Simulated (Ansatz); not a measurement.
System: HgCdSe2 (P-4m2, No. 115, 4 atoms in the cell; start mp-1226729). Method: PBE0 (Ansatz, a quantum-chemistry and plane-wave program, plane waves, PAW).

Run with plane-wave cutoff 460 eV, 6×6×4 k mesh (along the axes of the cell as run), Fermi–Dirac smearing 0.01 eV, scalar-relativistic PAW data made under PBE.

Cell (relaxed with PBEsol):

```xyz
4
Lattice="4.3228 0.0000 0.0000 0.0000 4.3228 0.0000 0.0000 0.0000 6.0962" Properties=species:S:1:pos:R:3 pbc="T T T"
Cd     2.1614     2.1614     3.0481
Hg     0.0000     0.0000     0.0000
Se     0.0000     2.1614     1.5408
Se     2.1614     0.0000     4.5554
```

### Question
Predict the band gap.

### Answer

band gap: 1.21 eV (on the SCF k mesh)

Note: cell and atoms aren't relaxed at this level (largest force component 0.04 eV/Å, pressure 1.3 GPa).

Spin–orbit coupling is not included; with these elements it can move the gap by several tenths of an eV or more.

Computed values are for the static lattice.

Computing time: about 8 core-minutes (a rough figure).

A start named mp-… is a Materials Project structure, which need not be a measured phase.
